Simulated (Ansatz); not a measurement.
Ansatz (an electronic-structure program) run on PtBr2 (P1, 3 atoms in the cell): relaxation of the atoms.

Method of the run: PBE (plane waves, PAW; Ansatz).

The change in words: atoms moved at random; relax: default → atoms; relax.f_tol: default → 0.03 eV/Å. Reference geometry:
```yaml
crystal:
  lattice:
    - [0.00000, 2.97195, 2.97195]
    - [2.97195, 0.00000, 2.97195]
    - [2.97195, 2.97195, 0.00000]
  atoms:
    - { symbol: Pt, position: [0.00000, 0.00000, 0.00000] }
    - { symbol: Br, position: [0.25000, 0.25000, 0.25000] }
    - { symbol: Br, position: [0.75000, 0.75000, 0.75000] }
```

Reference input (self-consistent single point, DFT, PBE, plane waves, default PAW files): basis.ecutwfc = 420 eV; kpoints.mp_grid.grid = 8 8 8; hamiltonian.xc = pbe; hamiltonian.pseudopotentials = {kind: paw} (the program's default PAW files); scf.occupations.method = cold; scf.occupations.width = 0.136 eV. This run's input differs from it in these lines:

Ansatz 0.2 input:
```diff
@@ -6,5 +6,5 @@
   atoms:
-    - { symbol: Pt, position: [0.000000, 0.000000, 0.000000] }
-    - { symbol: Br, position: [0.250000, 0.250000, 0.250000] }
-    - { symbol: Br, position: [0.750000, 0.750000, 0.750000] }
+    - { symbol: Pt, position: [0.009313, -0.001685, 0.012705] }
+    - { symbol: Br, position: [0.240543, 0.254194, 0.232570] }
+    - { symbol: Br, position: [0.750143, 0.747490, 0.754725] }
 basis:
@@ -18,2 +18,4 @@
   occupations: { method: cold, width: 0.136 eV }
+relax:
+  f_tol: 0.03
 output:
```

Output (repeated stretches shortened):

```
   [... SCF lines of the steps left out ...]
relax step   1: F+E_penalty+E_count = -18085.76950955 eV  Δ(F+E_penalty+E_count) = +0.000e0 eV  max|allowed force component| = 2.509e-1 eV/Å  Δτ_max = 0.0000 Å  (6 SCF iters, dr2 threshold 2.25e-5 eV, accepted)
relax step   2: F+E_penalty+E_count = -18085.77742062 eV  Δ(F+E_penalty+E_count) = -7.911e-3 eV  max|allowed force component| = 6.747e-2 eV/Å  Δτ_max = 0.0267 Å  (6 SCF iters, dr2 threshold 3.94e-6 eV, accepted)
   [... lines left out ...]
relax step   5: F+E_penalty+E_count = -18085.53950401 eV  Δ(F+E_penalty+E_count) = +2.405e-1 eV  max|allowed force component| = 1.333e0 eV/Å  Δτ_max = 0.1951 Å  (7 SCF iters, dr2 threshold 2.38e-6 eV, rejected (line search))
relax step   6: F+E_penalty+E_count = -18085.78109886 eV  Δ(F+E_penalty+E_count) = -1.076e-3 eV  max|allowed force component| = 3.966e-2 eV/Å  Δτ_max = 0.0113 Å  (9 SCF iters, accepted)
relax step   7: F+E_penalty+E_count = -18085.78237105 eV  Δ(F+E_penalty+E_count) = -1.272e-3 eV  max|allowed force component| = 1.497e-2 eV/Å  Δτ_max = 0.0256 Å  (7 SCF iters, accepted)
Stability not checked (fill_not_monotonic)
Free energy (F): -18085.782371 eV
Internal energy: -18085.777589 eV  (E = F + TS)
E sigma→0 (E₀):  -18085.780777 eV
Entropy (-TS):   -0.004782 eV (-1.594 meV/atom)
Fermi energy:    14.762174 eV
--- Forces (eV/Å), atoms counted from 1 ---
  atom   1  Pt     0.00165075    -0.01495611     0.00062488
  atom   2  Br    -0.00088019     0.01057749    -0.00025905
  atom   3  Br    -0.00079084     0.00441962    -0.00037151
--- Stress (GPa, compression-positive) ---
       45.358125      -0.009955      -0.019540
       -0.009955      45.380093      -0.003551
   [... lines left out ...]
  F+E_penalty+E_count = -18085.78237105 eV   max|allowed force component| = 1.497e-2 eV/Å
  atoms:
    - { symbol: Pt, position: [0.016554587039851534, -0.01665051819018347, 0.016405993812774314] }
    - { symbol: Br, position: [0.2415547343807683, 0.2584410649110906, 0.24166780522494952] }
    - { symbol: Br, position: [0.7418896785793805, 0.7582084532790929, 0.741926200962276] }
```

The run converged. 

Summary of the result:
Free energy E − TS (on the zero of these files): -18085.7824 eV
Fermi level (on the code's own zero): 14.76 eV
Pressure: 45.37 GPa
Largest force (vector length): 0.015 eV/Å
Relaxation steps: 7

The starting cell was generated: these elements placed on a structure prototype, without a prior relaxation; it need not be a known phase or ordering of this composition. Its lattice was rescaled by a random factor within 2.5 % of one. For this run, on top of that: atoms moved at random. Spin polarisation is off. Ansatz's pressure includes its estimate of the finite-basis (Pulay) stress.

Cost on one core of a shared machine: roughly 4 min.
